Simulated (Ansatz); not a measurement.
Worked example: self-consistent single point of ZrGeIr (Pnma, 12 atoms in the cell) in Ansatz (a quantum-chemistry and plane-wave program).

Method of the run: LDA (PW92), default PAW files made with PBE (plane waves; Ansatz).

```
ZrGeIr
1.0
    6.70445     0.00000     0.00000
    0.00000     4.10373     0.00000
    0.00000     0.00000     7.65339
Zr Ge Ir
4 4 4
Direct
  0.01942   0.25000   0.18717
  0.98058   0.75000   0.81283
  0.48058   0.75000   0.68717
  0.51942   0.25000   0.31283
  0.77089   0.25000   0.61712
  0.22911   0.75000   0.38288
  0.72911   0.75000   0.11712
  0.27089   0.25000   0.88288
  0.15114   0.25000   0.56580
  0.84886   0.75000   0.43420
  0.34886   0.75000   0.06580
  0.65114   0.25000   0.93420
```

Reference input (self-consistent single point, DFT, LDA (PW92), plane waves, default PAW files made with PBE): basis.ecutwfc = 420 eV; kpoints.mp_grid.grid = 4 6 3; hamiltonian.xc = lda; hamiltonian.pseudopotentials = {kind: paw} (the program's default PAW files); scf.occupations.method = cold; scf.occupations.width = 0.1 eV. This run's input differs from it in these lines:

Ansatz 0.2 input:
```diff
@@ -22,3 +22,3 @@
 kpoints:
-  mp_grid: { grid: [4, 6, 3] }
+  mp_grid: { grid: [6, 9, 5] }
 hamiltonian:
```

The program printed (abridged):

```
SCF iter   1: F=—  HF=-79836.926549 eV  |F-HF|=—  |Δ(HF+E_count)|=         —  Δρ=6.25e-3  dr2=4.66e-2  ethr=1.77e-3  ⟨swp⟩=5.2  Hψ=19459  notcnv=0  defer=5
all-band conjugate gradients solve this SCF's bands
preconditioner: auto → Kerker (q_TF=auto, 2.638 Å⁻¹)
SCF iter   2: F=—  HF=-79836.921410 eV  |F-HF|=—  |Δ(HF+E_count)|=   5.14e-3  S|Δr|=    0.00e0  Δρ=3.60e-3  dr2=2.10e-2  ethr=2.71e-5  ⟨swp⟩=2.0  Hψ=9632  notcnv=0  defer=15
   [... lines left out ...]
SCF iter   6: F=—  HF=-79836.916348 eV  |F-HF|=—  |Δ(HF+E_count)|=   2.92e-4  S|Δr|=    0.00e0  Δρ=2.48e-5  dr2=2.66e-6  ethr=1.31e-8  ⟨swp⟩=2.0  Hψ=7465  notcnv=0  defer=15
SCF iter   7: F=—  HF=-79836.916347 eV  |F-HF|=—  |Δ(HF+E_count)|=   6.93e-7  S|Δr|=    0.00e0  Δρ=6.27e-6  dr2=1.94e-7  ethr=1.55e-9  ⟨swp⟩=2.0  Hψ=7490  notcnv=0  defer=15
SCF iter   8: F=-79836.916347 eV  HF=-79836.916347 eV  |F-HF|=3.55e-9  |Δ(HF+E_count)|=   4.02e-8  S|Δr|=    0.00e0  Δρ=1.11e-6  dr2=5.00e-9  ethr=5.81e-11  ⟨swp⟩=8.3  Hψ=22754  notcnv=0
SCF 1 converged in 8 iterations: F = -79836.916347 eV  dr2 = 5.00e-9
Stability not checked (fill_not_monotonic)
Free energy (F): -79836.916347 eV
Internal energy: -79836.911894 eV  (E = F + TS)
E sigma→0 (E₀):  -79836.914863 eV
Entropy (-TS):   -0.004454 eV (-0.371 meV/atom)
Fermi energy:    16.718030 eV
--- Forces (eV/Å), atoms counted from 1 ---
  atom   1  Zr     0.02162827    -0.00000000     0.17482987
  atom   2  Zr    -0.02162827     0.00000000    -0.17482987
  atom   3  Zr    -0.02162827     0.00000000     0.17482987
  atom   4  Zr     0.02162827     0.00000000    -0.17482987
   [... lines left out ...]
  atom  12  Ir    -0.13335990     0.00000000     0.09964778
--- Stress (GPa, compression-positive) ---
      -14.695416       0.000000       0.000000
        0.000000     -15.057986       0.000000
        0.000000       0.000000     -15.140432
  P = ⅓ Tr σ = -14.9646 GPa (-149.646 kbar)
  The stress holds the Pulay correction. Without it, at fixed plane waves, as pw.x and ABINIT print it: P = -15.0003 GPa
```

The run converged in 8 iterations. Against the reference run the free energy rises by 1.8 meV/atom, the pressure hardly changes (-14.99 to -14.96 GPa) and the largest force moves little (0.173 to 0.176 eV/Å).

The starting cell comes from a database of computed structures (which also holds hypothetical and non-ambient phases and stackings), without a prior relaxation at this level. Its lattice was rescaled by a random factor within 2.5 % of one. Spin polarisation is off. With a pressure of about -15 GPa the cell is away from its equilibrium volume at this level. Ansatz's pressure includes its estimate of the finite-basis (Pulay) stress.

Cost on one core of a shared machine: roughly 40 s.
